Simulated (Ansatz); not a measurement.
Ti5Te4 (I4/m, No. 87) was calculated with PBEsol-D3(BJ) (Ansatz, a quantum-chemistry and plane-wave program, PAW).

Numerical settings: plane-wave cutoff 520 eV, 16×16×16 k mesh, Fermi–Dirac smearing 0.05 eV, no spin polarisation, scalar-relativistic PAW data made under PBE.

Response to compression and expansion:

Shape and atoms are relaxed at each volume.

```
V (Å³/atom)  P (GPa)  c (Å)   a (Å)
-----------  -------  -----  ------
18.724          4.12  3.522   9.783
19.115          1.94  3.550   9.844
19.505         -0.01  3.578   9.906
19.895         -1.74  3.606   9.965
20.285         -3.29  3.633  10.025
```

Note: the volume lies 10 % below that of the published cell; the bulk modulus comes from volumes at which shape and atoms were relaxed.
